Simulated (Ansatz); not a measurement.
For V₅Si₃ (I4/mcm, No. 140), PBEsol (plane waves, PAW; Ansatz, a program for electronic structure) gives:

* **equilibrium lattice constant a**: 9.309 Å
* **c axis length**: 4.677 Å

What does r²SCAN (Ansatz, PAW) give for the same quantities?


- lattice constant a: 9.352 Å (rises by 0.5 %)
- lattice parameter c: 4.696 Å (rises by 0.4 %)

Changes are worked out from the printed values.

Unless a cell is named, each level is at its own relaxed cell (PBEsol 12.67, r²SCAN 12.83 Å³/atom).

The crystal itself was run without spin with PBEsol, r²SCAN.

Caveats: the relaxation could not lower the start's symmetry, so the cell can be a saddle point above a distorted one (PBEsol, r²SCAN). Ansatz's density-functional and Hartree–Fock values are scalar-relativistic unless marked +SOC, with PAW data made under PBE.
